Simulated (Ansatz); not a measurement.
Checking a run of Ansatz (an electronic-structure program) on Ba3Ge2O7 (I4/mmm, 12 atoms in the cell). The aim is a self-consistent single point with DFT, PBE, plane waves, default PAW files.

Cell that was meant: a = 10.9283 Å, b = 10.9283 Å, c = 10.9283 Å, α = 158.71°, β = 158.71°, γ = 30.29°.

Part of the input:

Ansatz 0.2 input:
```yaml
  xc: pbe
  pseudopotentials: { kind: paw }
scf:
  occupations: { method: fermi_dirac, width: 0.68 }
output:
  forces: true
  eigenvalues: true
```

Output (repeated stretches shortened):

```
WARN ansatz: RAYON_NUM_THREADS=1 ignored (pool sized by the plan → 1); use --threads N
   [... lines left out ...]
Symmetry: 16 space group operations
Space group: I4/mmm (ITA 139), of the structure as read, at distance tolerance 5.6e-5 Å
k-points: 28 of 216
Initial density: superposition of atomic densities (neutral atoms: chi_scale 0, normalization atom), corrected by the library's trained network
Initial wavefunctions: pseudopotential atomic-orbital guess
Eigensolver: davidson
Functional: x = pbe(κ = 0.804, μ = 0.2195149727645171), c = pbe(β = 0.06672455060314922)
SCF iter   1: F=—  HF=-30420.562358 eV  |F-HF|=—  |Δ(HF+E_count)|=         —  Δρ=8.46e-3  dr2=2.11e-1  ethr=1.77e-3  ⟨swp⟩=11.2  Hψ=11556  notcnv=0
all-band conjugate gradients solve this SCF's bands
preconditioner: auto → LDOS
SCF iter   2: F=—  HF=-30420.514193 eV  |F-HF|=—  |Δ(HF+E_count)|=   4.82e-2  Δρ=2.76e-3  dr2=2.79e-2  ethr=2.11e-4  ⟨swp⟩=2.2  Hψ=3819  notcnv=0
   [... lines left out ...]
SCF iter   5: F=—  HF=-30420.504284 eV  |F-HF|=—  |Δ(HF+E_count)|=   9.61e-5  Δρ=7.57e-5  dr2=8.23e-6  ethr=5.41e-8  ⟨swp⟩=2.0  Hψ=3752  notcnv=0
SCF iter   6: F=—  HF=-30420.504282 eV  |F-HF|=—  |Δ(HF+E_count)|=   1.94e-6  Δρ=9.50e-6  dr2=1.21e-7  ethr=8.23e-9  ⟨swp⟩=2.4  Hψ=3300  notcnv=0
SCF iter   7: F=-30420.504282 eV  HF=-30420.504282 eV  |F-HF|=2.04e-9  |Δ(HF+E_count)|=   3.33e-8  Δρ=2.98e-6  dr2=9.55e-9  ethr=1.00e-10  ⟨swp⟩=15.4  Hψ=11860  notcnv=0
SCF 1 converged in 7 iterations: F = -30420.504282 eV  dr2 = 9.55e-9
Free energy (F): -30420.504282 eV
Internal energy: -30417.741853 eV  (E = F + TS)
E sigma→0 (E₀):  -30419.123067 eV
Entropy (-TS):   -2.762429 eV (-230.202 meV/atom)
Fermi energy:    11.104401 eV
--- Forces (eV/Å), atoms counted from 1 ---
  atom   1  Ba    -0.00000000     0.00000000     0.00000000
  atom   2  Ba     0.00000000    -0.00000000     0.17181754
  atom   3  Ba     0.00000000    -0.00000000    -0.17181754
  atom   4  Ge    -0.00000000     0.00000000     0.02711732
  atom   5  Ge    -0.00000000     0.00000000    -0.02711732
  atom   6  O      0.00000000     0.00000000     0.00000000
  atom   7  O     -0.00000000     0.00000000     0.07686902
   [... lines left out ...]
  atom  12  O      0.00000000     0.00000000     1.13260287
--- Stress (GPa, compression-positive) ---
        1.211225      -0.000000       0.000000
       -0.000000       1.211225      -0.000000
        0.000000       0.000000       0.829495
  P = ⅓ Tr σ = 1.0840 GPa (10.840 kbar)
  The stress holds the Pulay correction. Without it, at fixed plane waves, as pw.x and ABINIT print it: P = 0.5936 GPa
```

### Question
Is anything amiss in this input, and did it matter?

### Answer
The run is not sound. The fault is a smearing width that is far too large. A width of many tenths of an electronvolt moves electrons far across the Fermi level or the gap, and the free energy and its derivatives carry a large smearing term. To fix it, use a width small against the gap or band features. The run converged in 7 iterations without an error; against the sound input the free energy drops by 85.7 meV/atom, the pressure goes from -3.28 to 1.08 GPa and the largest force goes from 1.781 to 1.133 eV/Å.

The sound input it was made from differs as follows (other fixes are possible):
```diff
-  occupations: { method: fermi_dirac, width: 0.68 }
+  occupations: { method: gaussian, width: 0.136 }
```

With that input, the run converged in 8 iterations: free energy E − TS (on the zero of these files) -30419.4757 eV; pressure -3.28 GPa; largest force (vector length) 1.781 eV/Å (DFT, PBE, plane waves, default PAW files).

On the sound input: the starting cell was generated: these elements placed on a structure prototype, without a prior relaxation; it need not be a known phase or ordering of this composition. With a pressure of about -3 GPa the cell is away from its equilibrium volume at this level. Forces in this geometry exceed 1 eV/Å. Ansatz's pressure includes its estimate of the finite-basis (Pulay) stress. A gap is left out here, as mesh or smearing make it unsure.
